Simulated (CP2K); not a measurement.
A self-consistent single point of In₃Cu (P1, 4 atoms in the cell) with CP2K.

Level of theory: PBEsol, GPW, DZVP-MOLOPT-SR-GTH basis, GTH-PBE potentials (GTH_POTENTIALS) (CP2K).

```
CELL_PARAMETERS angstrom
      4.48277     0.00000     0.00000
      0.00000     4.48277     0.00000
      0.00000     0.00000     4.48277
ATOMIC_POSITIONS crystal
  In 0.99292 0.50281 0.50691
  In 0.50180 0.99585 0.49896
  In 0.49954 0.50682 0.99898
  Cu 0.00574 0.99451 0.99514
```

Reference input (self-consistent single point, DFT PBEsol, GPW, DZVP-MOLOPT-SR-GTH basis, GTH-PBE potentials (GTH_POTENTIALS)): CUTOFF = 600 Ry; REL_CUTOFF = 60 Ry; SMEAR/METHOD = METHFESSEL_PAXTON; SIGMA = 0.2 eV; KPOINTS/SCHEME = MONKHORST-PACK 5 5 5; XC_FUNCTIONAL = PBE:PBESOL; In/BASIS_SET = DZVP-MOLOPT-SR-GTH; In/POTENTIAL = GTH-PBE-q13; Cu/BASIS_SET = DZVP-MOLOPT-SR-GTH; Cu/POTENTIAL = GTH-PBE-q11; METHOD = GPW; EPS_DEFAULT = 1e-11. This run's input differs from it in these lines:

```diff
@@ -17,3 +17,3 @@
       CUTOFF 600
-      REL_CUTOFF 60
+      REL_CUTOFF 30
       NGRIDS 5
```

Output, abridged:

```
 SCF WAVEFUNCTION OPTIMIZATION

  Step     Update method      Time    Convergence         Total energy    Change
     1 NoMix/Diag. 0.30E+00      -     0.95118761      -216.8904988402 -2.17E+02
     2 Broy./Diag. 0.30E+00      -     0.19665113      -219.2689255182 -2.38E+00
     3 Broy./Diag. 0.30E+00      -     0.01611320      -217.1944558111  2.07E+00
     4 Broy./Diag. 0.30E+00      -     0.05694388      -216.9357193785  2.59E-01
     5 Broy./Diag. 0.30E+00      -     0.02180320      -216.7264928112  2.09E-01
     6 Broy./Diag. 0.30E+00      -     0.00250629      -216.5674140624  1.59E-01
   [... 7 lines left out ...]
    14 Broy./Diag. 0.30E+00      -     0.00000464      -216.6450704432  1.16E-04
    15 Broy./Diag. 0.30E+00      -     0.00000205      -216.6450709667 -5.24E-07
    16 Broy./Diag. 0.30E+00      -     0.00000128      -216.6450664572  4.51E-06
    17 Broy./Diag. 0.30E+00      -     0.00000011      -216.6450662952  1.62E-07
  *** SCF run converged in    17 steps ***

  Overlap energy of the core charge distribution:               0.00000000000108
  Self energy of the core charge distribution:               -334.25571553584058
  Core Hamiltonian energy:                                    105.90246949096617
  Hartree energy:                                              41.32115232721825
  Exchange-correlation energy:                                -29.61321072740544
  Smearing free energy correction:                              0.00023814979972
  Fermi energy:                                                 0.25254168622998

  Total energy:                                              -216.64506629523484

 ENERGY| Total FORCE_EVAL ( QS ) energy [hartree]           -216.645067712379102

 FORCES| Atomic forces [hartree/bohr]
   [... lines left out ...]

 STRESS| Analytical stress tensor [bar]
 STRESS|                        x                   y                   z
 STRESS|      x       -2.19406047054E+04  -3.38398730159E+02  -2.43247880469E+02
 STRESS|      y       -3.38398730159E+02  -2.19696808194E+04   4.70364082150E+01
 STRESS|      z       -2.43247880469E+02   4.70364082150E+01  -2.18824465392E+04
 STRESS| 1/3 Trace                                            -2.19309106880E+04
```

The run converged in 17 iterations. Against the reference run the free energy hardly moves (within 1 meV/atom), the pressure moves little (-2.20 to -2.19 GPa) and the largest force goes from 0.219 to 0.226 eV/Å.

The starting cell comes from a database of computed structures (which also holds hypothetical and non-ambient phases and stackings), without a prior relaxation at this level. Its atoms were displaced at random from the sites of space group no. 221. Spin polarisation is off. Values carry the incompleteness of an atom-centred basis. The potentials were made for another functional than the one used.

Cost on one core of a shared machine: roughly 60 s.
